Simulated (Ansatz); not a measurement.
**SnS under a change: pressure 0.9 GPa**

Base system: SnS in the GeS type structure (space group Pnma, No. 62; a = 10.912 Å, b = 3.953 Å, c = 4.112 Å).

Modification: cell and atoms relaxed at a pressure of 0.9 GPa.

Method: PBEsol-D3(BJ), PAW, 420 eV (Ansatz, a program for electronic structure; without spin-orbit coupling). k-mesh 3×8×8 (Γ-centred); smearing 0.05 eV (Fermi–Dirac).

- Volume per atom = 21.79 Å³ (base 22.17 Å³)
- Density = 5.75 g/cm³ (base 5.65 g/cm³)
- Shortest interatomic distance = 2.604 Å (base 2.611 Å)
- Enthalpy H = E + PV relative to the base's energy = +0.12 eV/atom
- Band gap = 0.18 eV (base 0.30 eV)
- Gap character = indirect, Γ–Z (83 % along) → Γ (base indirect, Γ–Z (83 % along) → Γ)
- Smallest direct gap = 0.72 eV (base 0.79 eV)
- Mean gap deformation potential ΔEg/Δln V = +7.2 eV

Load acts through the strain it causes; cell and atoms are relaxed under it. No phonon test of stability was made. The zero or small gap of SnS under pressure 0.9 GPa can change with the level of theory.
